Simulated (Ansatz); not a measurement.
The reference is C (space group Pm-3n, No. 223; a = 3.818 Å; a hypothetical phase, not in the database extracts checked). Axes: x, y, z lie along the cube axes.

The values are results of Kohn–Sham DFT with the PBEsol functional, run in Ansatz (a quantum-chemistry and plane-wave program) with PAW and 420 eV plane waves, scalar-relativistic without spin-orbit coupling, not measurements.

Base values:

| Quantity | Result |
|---|---|
| Shortest interatomic distance | 1.909 Å |
| Pressure | 0.0 GPa |
| Band gap | zero |

One thing is altered: uniaxial strain ε_yy = −0.88 %, all other strain components held at zero, atoms relaxed at fixed cell.

### Question
What does the calculation give for the shortest interatomic distance, pressure, band gap and energy relative to the base after the change?

### Answer
The shortest interatomic distance drops by 0.017 Å (1.909 Å → 1.892 Å); the pressure (mean of the normal stresses, compression positive) goes from zero to 1.6 GPa; the band gap stays zero; the energy stays essentially unchanged.

Without a gap, meshes like the base's 12×12×12 leave anisotropic stresses uncertain by several tenths of a GPa, and small strain energies with them. No phonon test of stability was made.
